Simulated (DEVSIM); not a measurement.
Structure: Au/Al2O3/SiO2/p-Si capacitor, at 450 K.

```csv
layer (left to right),material,thickness (nm),Na (cm⁻³)
1,Al2O3,3.10,-
2,SiO2,1.20,-
3,Si,1500,1.4e17
```

Metal gate on the left, work function 5.1 eV. Fixed charge at the semiconductor interface -1.2e10 cm⁻² (in units of +e); no interface traps.

The device is made up for the run: typed textbook-type constants, with dimensions and the other settings drawn at random. Values at 300 K; Nc and Nv go as T^1.5, mobilities as T to minus their exponent, the gap by Varshni's rule with the affinity fixed.

```tsv
parameter	Al2O3	SiO2	Si
gap (eV)	6.8	9	1.124
affinity (eV)	1.35	0.9	4.05
permittivity	9	3.9	11.7
Nc (cm⁻³)	-	-	2.86e19
Nv (cm⁻³)	-	-	3.1e19
Varshni α (eV/K)	-	-	0.000473
Varshni β (K)	-	-	636
```

Model (solved in DEVSIM): 1D Poisson equation in equilibrium, Boltzmann statistics, complete ionisation; no quantum confinement or tunnelling. Metal contacts follow the ideal Schottky-Mott rule: no Fermi-level pinning, no interface dipoles.

Question: Tabulate band edges, carrier densities and field at 0.7 V on the gate.

Answer: Energies count from the Fermi level of the right contact; mesh points crowd at the junctions.

| x (μm) | Ec (eV) | Ev (eV) | n (cm⁻³) | p (cm⁻³) | field (V/cm) |
|---|---|---|---|---|---|
| 0.000 | 3.050 | -3.750 | < 1e2 | < 1e2 | 170000 |
| 0.0009088 | 3.065 | -3.735 | < 1e2 | < 1e2 | 170000 |
| 0.002001 | 3.083 | -3.717 | < 1e2 | < 1e2 | 170000 |
| 0.002938 | 3.099 | -3.701 | < 1e2 | < 1e2 | 170000 |
| 0.003784 | 3.578 | -5.422 | < 1e2 | < 1e2 | 380000 |
| 0.004514 | 0.450 | -0.631 | 4.8e14 | 4.8e12 | 120000 |
| 0.005939 | 0.467 | -0.614 | 3.1e14 | 7.6e12 | 120000 |
| 0.01061 | 0.522 | -0.559 | 7.5e13 | 3.1e13 | 110000 |
| 0.01836 | 0.602 | -0.479 | 9.6e12 | 2.4e14 | 95000 |
| 0.03518 | 0.731 | -0.350 | 3.4e11 | 6.8e15 | 59000 |
| 0.06837 | 0.833 | -0.248 | 2.5e10 | 9.5e16 | 11000 |
| 0.1772 | 0.848 | -0.233 | 1.7e10 | 1.4e17 | ≈ 0 |
| 0.3575 | 0.848 | -0.233 | 1.7e10 | 1.4e17 | ≈ 0 |
| 0.7494 | 0.848 | -0.233 | 1.7e10 | 1.4e17 | ≈ 0 |
| 1.204 | 0.848 | -0.233 | 1.7e10 | 1.4e17 | ≈ 0 |
| 1.362 | 0.848 | -0.233 | 1.7e10 | 1.4e17 | ≈ 0 |
| 1.435 | 0.848 | -0.233 | 1.7e10 | 1.4e17 | ≈ 0 |
| 1.472 | 0.848 | -0.233 | 1.7e10 | 1.4e17 | ≈ 0 |
| 1.492 | 0.848 | -0.233 | 1.7e10 | 1.4e17 | ≈ 0 |
| 1.499 | 0.848 | -0.233 | 1.7e10 | 1.4e17 | ≈ 0 |
| 1.502 | 0.848 | -0.233 | 1.7e10 | 1.4e17 | ≈ 0 |
| 1.504 | 0.848 | -0.233 | 1.7e10 | 1.4e17 | ≈ 0 |
